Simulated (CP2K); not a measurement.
Input and output of a self-consistent single point for Se (P3_121, 3 atoms in the cell) (CP2K).

Computed with PBEsol, GPW, DZVP-MOLOPT-SR-GTH basis, GTH-PBE potentials (GTH_POTENTIALS) (CP2K 2026.2).

```xyz
3
Lattice="4.4882 0.0000 0.0000 -2.2441 3.8869 0.0000 0.0000 0.0000 4.9604" Properties=species:S:1:pos:R:3 pbc="T T T"
Se     0.9779     0.0000     1.6535
Se    -0.4890     0.8469     3.3069
Se     1.7551     3.0399     0.0000
```

Reference input (self-consistent single point, DFT PBE, GPW, DZVP-MOLOPT-SR-GTH basis, GTH-PBE potentials (GTH_POTENTIALS)): CUTOFF = 400 Ry; REL_CUTOFF = 60 Ry; SMEAR/METHOD = FERMI_DIRAC; ELECTRONIC_TEMPERATURE = 232.09 K; KPOINTS/SCHEME = MONKHORST-PACK 5 5 4; GAMMA_CENTERED = T; XC_FUNCTIONAL = PBE; Se/BASIS_SET = DZVP-MOLOPT-SR-GTH; Se/POTENTIAL = GTH-PBE-q6; METHOD = GPW; EPS_DEFAULT = 1e-10; NGRIDS = 4. This run's input differs from it in these lines:

```diff
@@ -44,3 +44,6 @@
     &XC
-      &XC_FUNCTIONAL PBE
+      &XC_FUNCTIONAL
+        &PBE
+          PARAMETRIZATION PBESOL
+        &END PBE
       &END XC_FUNCTIONAL
```

Log, with long lists cut:

```
 SCF WAVEFUNCTION OPTIMIZATION

  Step     Update method      Time    Convergence         Total energy    Change
     1 NoMix/Diag. 0.30E+00      -     0.42930475       -28.3310042832 -2.83E+01
     2 Broy./Diag. 0.30E+00      -     0.00583100       -28.3404708794 -9.47E-03
     3 Broy./Diag. 0.30E+00      -     0.01682575       -28.2492357800  9.12E-02
     4 Broy./Diag. 0.30E+00      -     0.00113253       -28.2197755762  2.95E-02
     5 Broy./Diag. 0.30E+00      -     0.00132899       -28.2135545097  6.22E-03
     6 Broy./Diag. 0.30E+00      -     0.00019883       -28.2131903458  3.64E-04
   [... 3 lines left out ...]
    10 Broy./Diag. 0.30E+00      -     0.00000546       -28.2128970774 -1.55E-05
    11 Broy./Diag. 0.30E+00      -     0.00000080       -28.2128968714  2.06E-07
    12 Broy./Diag. 0.30E+00      -     0.00000063       -28.2129029435 -6.07E-06
    13 Broy./Diag. 0.30E+00      -     0.00000006       -28.2129061843 -3.24E-06
  *** SCF run converged in    13 steps ***

  Overlap energy of the core charge distribution:               0.00000001347331
  Self energy of the core charge distribution:                -59.73772061093890
  Core Hamiltonian energy:                                     13.25884160130311
  Hartree energy:                                              24.33009409050084
  Exchange-correlation energy:                                 -6.06412127866640
  Electronic entropic energy:                                  -0.00000000000000
  Fermi energy:                                                 0.13201494056251

  Total energy:                                               -28.21290618432804
  Total energy (extrapolated to T->0):                        -28.21290618432804

                     Mulliken Population Analysis

   [... lines left out ...]

 STRESS| Analytical stress tensor [bar]
 STRESS|                        x                   y                   z
 STRESS|      x        5.48607971168E+03   2.77389114177E-01   6.43118454386E-01
 STRESS|      y        2.77389114177E-01   5.48625283598E+03  -3.27746642057E-01
 STRESS|      z        6.43118454386E-01  -3.27746642057E-01   2.79220182013E+04
 STRESS| 1/3 Trace                                             1.29647835830E+04
```

The run converged in 13 iterations. Against the reference run the pressure goes from 2.80 to 1.30 GPa, the largest force goes from 0.624 to 0.710 eV/Å and the gap on the mesh goes from 1.399 to 1.315 eV.

The starting cell comes from a database of computed structures (which also holds hypothetical and non-ambient phases and stackings), without a prior relaxation at this level. Its lattice was rescaled by a random factor within 2.5 % of one. Values carry the incompleteness of an atom-centred basis. The potentials were made for another functional than the one used.
